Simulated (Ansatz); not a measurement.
System: CrCl3 (within 0.1 Å of C2/m, No. 12, 8 atoms in the cell; start mp-27630). Method: r²SCAN-D4 (Ansatz, an electronic-structure program, plane waves, PAW).

Numerical settings: plane-wave cutoff 500 eV, 8×8×8 k mesh, gaussian smearing 0.02 eV, spin-polarised start, scalar-relativistic PAW data made under PBE.

Cell (relaxed at this level):

```cif
data_Cl6Cr2
_chemical_formula_sum 'Cr2 Cl6'
_space_group_name_H-M_alt 'P 1'
_space_group_IT_number 1
_cell_length_a 5.97471
_cell_length_b 5.97485
_cell_length_c 6.12683
_cell_angle_alpha 98.989
_cell_angle_beta 99.034
_cell_angle_gamma 119.981
loop_
_space_group_symop_operation_xyz
  'x, y, z'
loop_
_atom_site_label
_atom_site_type_symbol
_atom_site_fract_x
_atom_site_fract_y
_atom_site_fract_z
_atom_site_occupancy
Cr1 Cr 0.16656 0.83344 0.00000 1
Cr2 Cr 0.83344 0.16656 0.00000 1
Cl1 Cl 0.07274 0.42693 0.77174 1
Cl2 Cl 0.92726 0.57307 0.22826 1
Cl3 Cl 0.57319 0.92710 0.22824 1
Cl4 Cl 0.42681 0.07290 0.77176 1
Cl5 Cl 0.78165 0.78179 0.76949 1
Cl6 Cl 0.21835 0.21821 0.23051 1
```

Problem. Predict the band gap.

Solution. 
- band gap = 2.39 eV (on the SCF k mesh)

Note: the magnetic order was assumed, not searched for or taken from measurement.

Static lattice: no zero-point or thermal effects.

A start named mp-… is a Materials Project structure, which need not be a measured phase.
